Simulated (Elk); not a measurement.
## Elk run on PdC (Pm-3m, 2 atoms in the cell): self-consistent single point

Method of the run: PBEsol, all-electron FP-LAPW, Elk's shipped species files, LAPW+lo basis (Elk).

Input as run:

```
tasks
  0

xctype
  22

rgkmax
  8.0

gmaxvr
  16.0

nxoapwlo
  1

swidth
  0.00367493

maxscl
  100

avec
    5.0624005433    0.0000000000    0.0000000000
    0.0000000000    5.0624005433    0.0000000000
    0.0000000000    0.0000000000    5.0624005433

sppath
  './'

atoms
  2
  'Pd.in'
  1
  0.0000000000  0.0000000000  0.0000000000    0.0 0.0 0.0
  'C.in'
  1
  0.5000000000  0.5000000000  0.5000000000    0.0 0.0 0.0

ngridk
  12 12 12
```

The program printed (abridged):

```
│ Elk code version 10.2.4 │

All units are atomic (Hartree, Bohr, etc.)

│ Ground-state run starting from atomic densities │

Lattice vectors :
   5.062400543       0.000000000       0.000000000
   0.000000000       5.062400543       0.000000000
   0.000000000       0.000000000       5.062400543

Unit cell volume      :    129.7386911
Brillouin zone volume :    1.911921658

Muffin-tin inner radius fraction :   0.1000000000E-01

Nuclei treated as point charges

Species :    1 (Pd)
 parameters loaded from : Pd.in
 name : palladium
 nuclear charge    :   -46.00000000
 electronic charge :    46.00000000
 atomic mass :    193991.7925
 muffin-tin radius :    2.506200272
 number of radial points in muffin-tin :    497
 atomic positions (lattice), magnetic fields (Cartesian) :
   1 :   0.00000000  0.00000000  0.00000000    0.00000000  0.00000000  0.00000000

Species :    2 (C)
 parameters loaded from : C.in
 name : carbon
 nuclear charge    :   -6.000000000
 electronic charge :    6.000000000
 atomic mass :    21894.16672
 muffin-tin radius :    1.800000000
 number of radial points in muffin-tin :    297
 atomic positions (lattice), magnetic fields (Cartesian) :
   1 :   0.50000000  0.50000000  0.50000000    0.00000000  0.00000000  0.00000000

Total number of atoms per unit cell :    2

Spin treatment :
 spin-unpolarised

Number of Bravais lattice symmetries :   48
Number of crystal symmetries         :   48
Crystal has inversion symmetry
Real symmetric eigensolver will be used

k-point grid :     12    12    12
k-point offset :    0.000000000       0.000000000       0.000000000
k-point set is reduced with full crystal symmetry group
Total number of k-points :       84

Muffin-tin radius times maximum |G+k| :    8.000000000
 using average radius
Maximum |G+k| for APW functions       :    3.715572661
Maximum (1/2)|G+k|²                   :    6.902740098
Maximum |G| for potential and density :    16.00000000
 potential will be trimmed for |G| > 2 gkmax
Constant for pseudocharge density :   10
Radial integration step length :    4

G-vector grid sizes :     27    27    27
Number of G-vectors :     9045

Maximum angular momentum used for
 APW functions                      :    8
 outer part of muffin-tin           :    6
 inner part of muffin-tin           :    1

Total nuclear charge    :   -52.00000000
Total core charge       :    30.00000000
Total valence charge    :    22.00000000
Total excess charge     :    0.000000000
Total electronic charge :    52.00000000

Effective Wigner radius, rₛ :   0.8413806497

Number of empty states         :    8
Total number of valence states :   19
Total number of core states    :   30

Total number of local-orbitals :   23

Exchange-correlation functional :     22     0     0
 PBEsol, Phys. Rev. Lett. 100, 136406 (2008)
 gradient requirement :    1
 generalised gradient approximation (GGA)

Smearing type :    3
 Fermi-Dirac
Smearing width :   0.3674930000E-02
Effective electronic temperature (K) :    1160.451112

Mixing type :    3
 Broyden mixing, J. Phys. A: Math. Gen. 17, L317 (1984)

Kohn-Sham potential initialised from atomic data

│ Self-consistent loop started │
│ Loop number : 1 │
 total energy                :     -5054.97765834
│ Loop number : 2 │
 total energy                :     -5056.65293242
RMS change in Kohn-Sham potential (target) :    2.952607355     (  0.1000000000E-05)
Absolute change in total energy (target)   :    1.675274082     (  0.1000000000E-03)
│ Loop number : 3 │
 total energy                :     -5055.88093850
RMS change in Kohn-Sham potential (target) :    2.934114784     (  0.1000000000E-05)
Absolute change in total energy (target)   :   0.3531753998     (  0.1000000000E-03)
│ Loop number : 4 │
 total energy                :     -5060.92952356
RMS change in Kohn-Sham potential (target) :    2.270972428     (  0.1000000000E-05)
Absolute change in total energy (target)   :    4.960291203     (  0.1000000000E-03)
│ Loop number : 5 │
 total energy                :     -5072.45278860
RMS change in Kohn-Sham potential (target) :    1.058360205     (  0.1000000000E-05)
Absolute change in total energy (target)   :    12.76333785     (  0.1000000000E-03)
│ Loop number : 6 │
 total energy                :     -5078.44311600
RMS change in Kohn-Sham potential (target) :   0.3597933203     (  0.1000000000E-05)
Absolute change in total energy (target)   :    9.181161855     (  0.1000000000E-03)
│ Loop number : 7 │
 total energy                :     -5082.71658440
RMS change in Kohn-Sham potential (target) :   0.5034877156E-01 (  0.1000000000E-05)
Absolute change in total energy (target)   :    6.568758870     (  0.1000000000E-03)
│ Loop number : 8 │
 total energy                :     -5083.41057021
RMS change in Kohn-Sham potential (target) :   0.8085045545E-01 (  0.1000000000E-05)
Absolute change in total energy (target)   :    2.336175522     (  0.1000000000E-03)
│ Loop number : 9 │
 total energy                :     -5083.41318890
RMS change in Kohn-Sham potential (target) :   0.8838082743E-01 (  0.1000000000E-05)
Absolute change in total energy (target)   :   0.5866625678     (  0.1000000000E-03)
│ Loop number : 10 │
 total energy                :     -5082.47517811
RMS change in Kohn-Sham potential (target) :   0.4503283273E-02 (  0.1000000000E-05)
Absolute change in total energy (target)   :   0.7913451387     (  0.1000000000E-03)
│ Loop number : 11 │
 total energy                :     -5082.50050287
RMS change in Kohn-Sham potential (target) :   0.1325814944E-02 (  0.1000000000E-05)
Absolute change in total energy (target)   :   0.1725115340     (  0.1000000000E-03)
│ Loop number : 12 │
 total energy                :     -5082.50061494
RMS change in Kohn-Sham potential (target) :   0.1817317753E-03 (  0.1000000000E-05)
Absolute change in total energy (target)   :   0.4301580958E-01 (  0.1000000000E-03)
│ Loop number : 13 │
 total energy                :     -5082.50595358
RMS change in Kohn-Sham potential (target) :   0.9939213157E-04 (  0.1000000000E-05)
Absolute change in total energy (target)   :   0.5415306800E-02 (  0.1000000000E-03)
│ Loop number : 14 │
 total energy                :     -5082.50469556
RMS change in Kohn-Sham potential (target) :   0.3033923017E-04 (  0.1000000000E-05)
Absolute change in total energy (target)   :   0.2611853229E-02 (  0.1000000000E-03)
│ Loop number : 15 │
 total energy                :     -5082.50485946
RMS change in Kohn-Sham potential (target) :   0.2109798599E-04 (  0.1000000000E-05)
Absolute change in total energy (target)   :   0.4890655337E-03 (  0.1000000000E-03)
│ Loop number : 16 │
 total energy                :     -5082.50406691
RMS change in Kohn-Sham potential (target) :   0.1240710408E-04 (  0.1000000000E-05)
Absolute change in total energy (target)   :   0.9148095914E-03 (  0.1000000000E-03)
│ Loop number : 17 │
 total energy                :     -5082.50423690
RMS change in Kohn-Sham potential (target) :   0.4526374479E-05 (  0.1000000000E-05)
Absolute change in total energy (target)   :   0.5871299527E-04 (  0.1000000000E-03)
│ Loop number : 18 │
 total energy                :     -5082.50431717
RMS change in Kohn-Sham potential (target) :   0.8863858401E-06 (  0.1000000000E-05)
Absolute change in total energy (target)   :   0.6558897894E-04 (  0.1000000000E-03)
Convergence targets achieved

│ Loop number : 19 │

Energies :
 Fermi                       :     0.441579587646
 sum of eigenvalues          :     -3028.10673846
 electron kinetic            :      5305.06255635
 core electron kinetic       :      5126.16622480
 Coulomb                     :     -10240.5722330
 Coulomb potential           :     -8140.15880071
 nuclear-nuclear             :     -506.858163719
 electron-nuclear            :     -11327.2693379
 Hartree                     :      1593.55526861
 Madelung                    :     -6170.49283268
 xc potential                :     -193.010494102
 exchange                    :     -143.979255829
 correlation                 :     -3.01388849770
 electron entropic           :    -0.151714867681E-02
 total energy                :     -5082.50433816

Density of states at Fermi energy :    33.46876263
 (states/Hartree/unit cell)

Estimated indirect band gap :   0.1042979008E-02
 from k-point     60 to k-point     74
Estimated direct band gap   :   0.1555584951E-01
 at k-point     73

Charges :
 core                        :    30.00000000
 valence                     :    22.00000000
 interstitial                :    1.832428426
 muffin-tins (core leakage)
  species :    1 (Pd)
   atom    1                 :    45.18451110     (  0.9586692329E-08)
  species :    2 (C)
   atom    1                 :    4.983060477     (  0.3677486513E-05)
 total in muffin-tins        :    50.16757157
 total calculated charge     :    52.00617094
 total charge                :    52.00000000
 error                       :   0.6170942322E-02

│ Self-consistent loop stopped │
```

The run converged in 19 iterations. The count includes the last loop, which Elk runs after its targets are met.

The starting cell was generated: these elements placed on a structure prototype, without a prior relaxation; it need not be a known phase or ordering of this composition. Its lattice was rescaled by a random factor within 2.5 % of one. Spin polarisation is off. Values depend on the basis (sphere radii, cutoffs, local orbitals), which need not be converged. The log's line on a gap gives a spacing of levels on this mesh, which the program prints for metals too.
